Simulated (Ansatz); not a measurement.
Response to strain in BeTe

Take BeTe in the zinc blende structure (space group F-43m, No. 216; a = 5.657 Å) as the base. Axes: x, y, z lie along the cube axes.

Strains are applied to the cell and any free atomic positions relax; under biaxial strain the out-of-plane vector relaxes too; under stress the whole cell relaxes.

All numbers come from DFT with r2SCAN, PAW potentials and a 500 eV plane-wave cutoff in Ansatz (a quantum-chemistry and plane-wave program), without spin-orbit coupling.

Notes on the quantities. energy relative to the base: free energy F.

```tsv
case	volume per atom	band gap	energy relative to the base	electron mass
base	22.63 Å³	2.38 eV	0 meV/atom	2.1 mₑ along k, 0.25 mₑ across (at X)
biaxial strain −1.99 %, plane normal [001], relaxed out of plane	22.06 Å³	2.16 eV	+6.5 meV/atom	1.9 mₑ along k, 0.25 mₑ across (at X)
biaxial strain +1.06 %, plane normal [110], relaxed out of plane	23.01 Å³	2.33 eV	+2.1 meV/atom	2.2 mₑ along k, 0.25 mₑ across (at T)
isotropic strain −5.73 %	18.96 Å³	1.88 eV	+147 meV/atom	1.4 mₑ along k, 0.23 mₑ across (at X)
isotropic strain −3.96 %	20.05 Å³	2.05 eV	+67 meV/atom	1.5 mₑ along k, 0.23 mₑ across (at X)
uniaxial strain ε_yy = −2.21 %	22.13 Å³	2.13 eV	+3.6 meV/atom	2.0 mₑ along k, 0.25 mₑ across (at X)
uniaxial strain ε_zz = +2.98 %	23.30 Å³	2.32 eV	+6.2 meV/atom	2.4 mₑ along k, 0.26 mₑ across (at X)
tensor shear ε_xy = −3.68 %	22.60 Å³	1.78 eV	+20 meV/atom	–
tensor shear ε_xz = −3.42 %	22.60 Å³	(withheld)	(withheld)	–
uniaxial stress, 3 GPa tension along x	23.03 Å³	2.23 eV	+7.5 meV/atom	2.3 mₑ along k, 0.26 mₑ across (at X)
```

Question: Complete the table.

Answer: 
- tensor shear ε_xz = −3.42 %, band gap: 1.83 eV
- tensor shear ε_xz = −3.42 %, energy relative to the base: +17 meV/atom

A biaxial case was relaxed in a doubled cell and then solved in the primitive one. With Te present, leaving out spin-orbit coupling can change the band edges. Effective masses come from finite differences of ±0.01 Å⁻¹. Along k means along the line from Γ to the band edge. Stability under load was not tested beyond the relaxation.
